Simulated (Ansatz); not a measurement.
What isotropic strain −3.00 % does to Pd

Consider Pd in the fcc (Cu type) structure (space group Fm-3m, No. 225; a = 3.945 Å; relaxed with 0.1 eV smearing).

Modification: the cell is scaled by 0.9700 in all directions, atoms relaxed at fixed cell.

Level of theory: PBE, PAW, 420 eV (Ansatz, a program for electronic structure; no spin-orbit coupling). k-mesh 29×29×29 (Γ-centred); smearing 0.1 eV (Fermi–Dirac).

The volume per atom decreases by 1.34 Å³, from 15.35 Å³ to 14.01 Å³ and the space group is still Fm-3m (No. 225). The shortest interatomic distance shrinks by 0.084 Å (2.790 Å → 2.706 Å) and the energy grows by 74 meV/atom. The pressure goes from zero to 19.5 GPa and the band gap stays zero.

Stability against distortions was not tested. The final runs are not spin-polarised.
